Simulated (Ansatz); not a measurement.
# Pressure series in Al2O3

Base system: Al₂O₃ in the corundum structure (space group R-3c, No. 167; a = 4.7292 Å, c = 12.8916 Å (hexagonal axes)).

Cell and atoms are relaxed at each pressure.

Computed with LDA, PAW, 420 eV (Ansatz, a program for electronic structure; no spin-orbit coupling).

| variant | c/a ratio | band gap | lattice parameter a |
|---|---|---|---|
| base | 2.726 | 6.43 eV | 4.729 Å |
| pressure −2 GPa | 2.727 | 6.33 eV | 4.741 Å |
| pressure −1 GPa | 2.726 | 6.38 eV | ? |
| pressure 0.9 GPa | 2.726 | 6.47 eV | 4.724 Å |
| pressure 2.1 GPa | 2.725 | 6.53 eV | 4.717 Å |
| pressure 4.5 GPa | 2.724 | 6.64 eV | 4.704 Å |
| pressure 9 GPa | 2.723 | 6.84 eV | 4.680 Å |
| pressure 15 GPa | 2.721 | 7.09 eV | ? |
| pressure 22.5 GPa | 2.718 | 7.38 eV | 4.616 Å |
| pressure 30 GPa | 2.716 | 7.64 eV | 4.585 Å |

Problem. What belongs in the blanks?

Solution. 
- pressure −1 GPa, lattice parameter a: 4.735 Å
- pressure 15 GPa, lattice parameter a: 4.650 Å

Load acts through the strain it causes; cell and atoms are relaxed under it. Whether these cells are dynamically stable was not tested. Competing high-pressure phases were not computed.
